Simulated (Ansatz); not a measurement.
Results of r²SCAN (Ansatz, a quantum-chemistry and plane-wave program, PAW) for MgAlNO (model structure, started from the AlSiCN type, P3m1, No. 156, 4 atoms in the cell).

Input:

Ansatz 0.2 input:
```yaml
crystal:
  lattice:
    - [3.1798565994, 0.0, 0.0]
    - [-1.5899282997, 2.7538365955, 0.0]
    - [0.0, 0.0, 5.083113945]
  atoms:
    - { symbol: Al, position: [0.3333333333, 0.6666666667, 0.5027113006] }
    - { symbol: Mg, position: [0.6666666667, 0.3333333333, 1.0066069281] }
    - { symbol: O, position: [0.3333333333, 0.6666666667, 0.1412696886] }
    - { symbol: N, position: [0.6666666667, 0.3333333333, 0.5994020827] }
basis:
  ecutwfc: 560
  ecutrho_ratio: 4
  xc_grid: 3
kpoints:
  mp_grid: { grid: [12, 12, 8] }
  band_path:
    path:
      - [0.0, 0.0, 0.0]
      - [0.045455, 0.0, 0.0]
      - [0.090909, 0.0, 0.0]
      - [0.136364, 0.0, 0.0]
      - [0.181818, 0.0, 0.0]
      - [0.227273, 0.0, 0.0]
      - [0.272727, 0.0, 0.0]
      - [0.318182, 0.0, 0.0]
      - [0.363636, 0.0, 0.0]
      - [0.409091, 0.0, 0.0]
      - [0.454545, 0.0, 0.0]
      - [0.5, 0.0, 0.0]
      - [0.472222, 0.055556, 0.0]
      - [0.444444, 0.111111, 0.0]
      - [0.416667, 0.166667, 0.0]
      - [0.388889, 0.222222, 0.0]
      - [0.361111, 0.277778, 0.0]
      - [0.333333, 0.333333, 0.0]
      - [0.307692, 0.307692, 0.0]
      - [0.282051, 0.282051, 0.0]
      - [0.25641, 0.25641, 0.0]
      - [0.230769, 0.230769, 0.0]
      - [0.205128, 0.205128, 0.0]
      - [0.179487, 0.179487, 0.0]
      - [0.153846, 0.153846, 0.0]
      - [0.128205, 0.128205, 0.0]
      - [0.102564, 0.102564, 0.0]
      - [0.076923, 0.076923, 0.0]
      - [0.051282, 0.051282, 0.0]
      - [0.025641, 0.025641, 0.0]
      - [0.0, 0.0, 0.1]
      - [0.0, 0.0, 0.2]
      - [0.0, 0.0, 0.3]
      - [0.0, 0.0, 0.4]
      - [0.0, 0.0, 0.5]
      - [0.045455, 0.0, 0.5]
      - [0.090909, 0.0, 0.5]
      - [0.136364, 0.0, 0.5]
      - [0.181818, 0.0, 0.5]
      - [0.227273, 0.0, 0.5]
      - [0.272727, 0.0, 0.5]
      - [0.318182, 0.0, 0.5]
      - [0.363636, 0.0, 0.5]
      - [0.409091, 0.0, 0.5]
      - [0.454545, 0.0, 0.5]
      - [0.5, 0.0, 0.5]
      - [0.472222, 0.055556, 0.5]
      - [0.444444, 0.111111, 0.5]
      - [0.416667, 0.166667, 0.5]
      - [0.388889, 0.222222, 0.5]
      - [0.361111, 0.277778, 0.5]
      - [0.333333, 0.333333, 0.5]
      - [0.307692, 0.307692, 0.5]
      - [0.282051, 0.282051, 0.5]
      - [0.25641, 0.25641, 0.5]
      - [0.230769, 0.230769, 0.5]
      - [0.205128, 0.205128, 0.5]
      - [0.179487, 0.179487, 0.5]
      - [0.153846, 0.153846, 0.5]
      - [0.128205, 0.128205, 0.5]
      - [0.102564, 0.102564, 0.5]
      - [0.076923, 0.076923, 0.5]
      - [0.051282, 0.051282, 0.5]
      - [0.025641, 0.025641, 0.5]
      - [0.5, 0.0, 0.4]
      - [0.5, 0.0, 0.3]
      - [0.5, 0.0, 0.2]
      - [0.5, 0.0, 0.1]
      - [0.333333, 0.333333, 0.4]
      - [0.333333, 0.333333, 0.3]
      - [0.333333, 0.333333, 0.2]
      - [0.333333, 0.333333, 0.1]
    npoints: 1
hamiltonian:
  xc: r2scan
  dispersion: none
  pseudopotentials: { kind: paw }
scf:
  occupations: { method: fermi_dirac, width: 0.01 }
  convergence: { dr2_threshold: 0.0000000004 }
output:
  forces: true
  stress: true
  eigenvalues: true
  write_bands: true
```

From the output:

```
Crystal: 4 atoms, lattice volume = 44.512 Å³
Basis set: ecut = 560 eV, 1339 PW (Γ), exchange–correlation on 75×75×120 points (27 copies of the dense FFT grid, shifted against one another)
Bands: 16, of which v1, the nominal top of the filled ones, is band 12 counted from 1 (11 counted from 0)
Symmetry: 6 space group operations
Space group: P3m1 (ITA 156), of the structure as read, at distance tolerance 3.5e-5 Å
k-points: 131 of 1152 (time reversal used)
Functional: x = r2scan, c = r2scan; τ floored in thin density (d = 2e-4 eV/Å³)
SCF iter   1: F=—  HF=-3426.381728 eV  |F-HF|=—  |Δ(HF+E_count)|=         —  Δρ=7.69e-3  dr2=1.66e-2  dr2_τ=2.10e-1
SCF iter   2: F=—  HF=-3426.503029 eV  |F-HF|=—  |Δ(HF+E_count)|=   1.21e-1  Δρ=4.19e-3  dr2=3.17e-3  dr2_τ=3.12e-4
  ...
SCF iter   8: F=—  HF=-3426.502971 eV  |F-HF|=—  |Δ(HF+E_count)|=   1.60e-8  Δρ=2.96e-6  dr2=1.82e-9  dr2_τ=1.85e-10
SCF iter   9: F=-3426.502971 eV  HF=-3426.502971 eV  |F-HF|=1.18e-11  |Δ(HF+E_count)|=   1.31e-9  Δρ=2.50e-7  dr2=1.19e-11  dr2_τ=2.95e-12
SCF 1 converged in 9 iterations: F = -3426.502971 eV  dr2 = 1.19e-11
SCF converged after 9 iterations
Free energy (F): -3426.502971 eV
Internal energy: -3426.502971 eV  (E = F + TS)
E sigma→0 (E₀):  -3426.502971 eV
Fermi energy:    8.067897 eV
--- Forces (eV/Å), atoms counted from 1 ---
  atom   1  Al     0.00000000     0.00000000    -0.04925781
  atom   2  Mg     0.00000000    -0.00000000     0.03169486
  atom   3  O      0.00000000    -0.00000000     0.04149457
  atom   4  N      0.00000000    -0.00000000    -0.02314939
--- Stress (GPa, compression-positive) ---
       -1.217507       0.000000      -0.000000
        0.000000      -1.217507       0.000000
       -0.000000       0.000000      -0.922852
  P = ⅓ Tr σ = -1.1193 GPa (-11.193 kbar)
```

The PAW data were made under PBE.

Note: the relaxation could raise the start's symmetry but not lower it, so the cell can be a saddle point. Note: cell and atoms aren't relaxed at this level (largest force component 0.05 eV/Å, pressure -1.1 GPa).

A model structure was made by putting elements into a prototype or built by hand; it is no filed structure, need not be a known phase, and can be a saddle point held by its symmetry.
